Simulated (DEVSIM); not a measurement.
System: abrupt Ge p-n junction, at 300 K.

```tsv
layer (left to right)	material	thickness (μm)	Nd (cm⁻³)	Na (cm⁻³)	τn (s)	τp (s)
1	Ge	90.0	-	7.4e15	1.8e-6	1.8e-6
2	Ge	23.0	1.4e15	-	1.8e-6	1.8e-6
```

Left contact: ohmic. Right contact: ohmic. Voltage is applied to the left contact. Recombination: SRH at mid-gap, radiative, Auger. Mobility is μmin + (μ − μmin)/(1 + (N/Nref)^α).

Constants are typed, rounded textbook-type inputs, not results; the design itself was drawn at random and stands for no fabricated device. Values at 300 K.

```
parameter           Ge
-------------  -------
gap (eV)         0.664
affinity (eV)        4
permittivity        16
Nc (cm⁻³)      1.04e19
Nv (cm⁻³)         6e18
μn (cm²/Vs)       3900
μp (cm²/Vs)       1900
μn,min             150
μp,min             100
Nref,n          2.6e17
Nref,p            4e17
αn                0.56
αp                 0.6
B (cm³/s)      6.4e-14
Cn (cm⁶/s)       1e-31
Cp (cm⁶/s)       1e-31
```

Simulated with DEVSIM: 1D drift-diffusion, Boltzmann statistics, complete ionisation; no tunnelling, impact ionisation, image-force lowering or self-heating.

### Question
Tabulate band edges, carrier densities and field at -5.0 V on the left contact.

### Answer
Energies count from the Fermi level of the right contact; mesh points crowd at the junctions.

```json
[
 {"x (μm)": "0.000", "Ec (eV)": "5.491", "Ev (eV)": "4.827", "n (cm⁻³)": "5.9e10", "p (cm⁻³)": "7.4e15", "field (V/cm)": "≈ 0"},
 {"x (μm)": "0.05439", "Ec (eV)": "5.491", "Ev (eV)": "4.827", "n (cm⁻³)": "5.9e10", "p (cm⁻³)": "7.4e15", "field (V/cm)": "≈ 0"},
 {"x (μm)": "0.2426", "Ec (eV)": "5.491", "Ev (eV)": "4.827", "n (cm⁻³)": "5.9e10", "p (cm⁻³)": "7.4e15", "field (V/cm)": "≈ 0"},
 {"x (μm)": "0.8464", "Ec (eV)": "5.491", "Ev (eV)": "4.827", "n (cm⁻³)": "5.9e10", "p (cm⁻³)": "7.4e15", "field (V/cm)": "≈ 0"},
 {"x (μm)": "4.250", "Ec (eV)": "5.491", "Ev (eV)": "4.827", "n (cm⁻³)": "5.6e10", "p (cm⁻³)": "7.4e15", "field (V/cm)": "≈ 0"},
 {"x (μm)": "13.93", "Ec (eV)": "5.491", "Ev (eV)": "4.827", "n (cm⁻³)": "5.1e10", "p (cm⁻³)": "7.4e15", "field (V/cm)": "≈ 0"},
 {"x (μm)": "46.80", "Ec (eV)": "5.491", "Ev (eV)": "4.827", "n (cm⁻³)": "3.0e10", "p (cm⁻³)": "7.4e15", "field (V/cm)": "≈ 0"},
 {"x (μm)": "81.22", "Ec (eV)": "5.491", "Ev (eV)": "4.827", "n (cm⁻³)": "6.3e9", "p (cm⁻³)": "7.4e15", "field (V/cm)": "≈ 0"},
 {"x (μm)": "87.33", "Ec (eV)": "5.491", "Ev (eV)": "4.827", "n (cm⁻³)": "1.7e9", "p (cm⁻³)": "7.4e15", "field (V/cm)": "≈ 0"},
 {"x (μm)": "89.20", "Ec (eV)": "5.491", "Ev (eV)": "4.827", "n (cm⁻³)": "2.7e8", "p (cm⁻³)": "7.4e15", "field (V/cm)": "≈ 0"},
 {"x (μm)": "89.78", "Ec (eV)": "5.250", "Ev (eV)": "4.586", "n (cm⁻³)": "1.1e7", "p (cm⁻³)": "6.8e11", "field (V/cm)": "-19000"},
 {"x (μm)": "89.97", "Ec (eV)": "4.727", "Ev (eV)": "4.063", "n (cm⁻³)": "6800000", "p (cm⁻³)": "1.4e8", "field (V/cm)": "-35000"},
 {"x (μm)": "90.01", "Ec (eV)": "4.585", "Ev (eV)": "3.921", "n (cm⁻³)": "6300000", "p (cm⁻³)": "1.3e8", "field (V/cm)": "-37000"},
 {"x (μm)": "90.10", "Ec (eV)": "4.275", "Ev (eV)": "3.611", "n (cm⁻³)": "6900000", "p (cm⁻³)": "1.3e8", "field (V/cm)": "-36000"},
 {"x (μm)": "90.58", "Ec (eV)": "2.751", "Ev (eV)": "2.087", "n (cm⁻³)": "1.2e7", "p (cm⁻³)": "1.6e8", "field (V/cm)": "-28000"},
 {"x (μm)": "92.02", "Ec (eV)": "0.345", "Ev (eV)": "-0.319", "n (cm⁻³)": "1.6e13", "p (cm⁻³)": "6.5e8", "field (V/cm)": "-5300"},
 {"x (μm)": "96.62", "Ec (eV)": "0.230", "Ev (eV)": "-0.434", "n (cm⁻³)": "1.4e15", "p (cm⁻³)": "6.5e10", "field (V/cm)": "≈ 0"},
 {"x (μm)": "106.8", "Ec (eV)": "0.230", "Ev (eV)": "-0.434", "n (cm⁻³)": "1.4e15", "p (cm⁻³)": "2.2e11", "field (V/cm)": "≈ 0"},
 {"x (μm)": "111.8", "Ec (eV)": "0.230", "Ev (eV)": "-0.434", "n (cm⁻³)": "1.4e15", "p (cm⁻³)": "2.9e11", "field (V/cm)": "≈ 0"},
 {"x (μm)": "112.7", "Ec (eV)": "0.230", "Ev (eV)": "-0.434", "n (cm⁻³)": "1.4e15", "p (cm⁻³)": "3.1e11", "field (V/cm)": "≈ 0"},
 {"x (μm)": "112.9", "Ec (eV)": "0.230", "Ev (eV)": "-0.434", "n (cm⁻³)": "1.4e15", "p (cm⁻³)": "3.1e11", "field (V/cm)": "≈ 0"},
 {"x (μm)": "113.0", "Ec (eV)": "0.230", "Ev (eV)": "-0.434", "n (cm⁻³)": "1.4e15", "p (cm⁻³)": "3.1e11", "field (V/cm)": "≈ 0"}
]
```
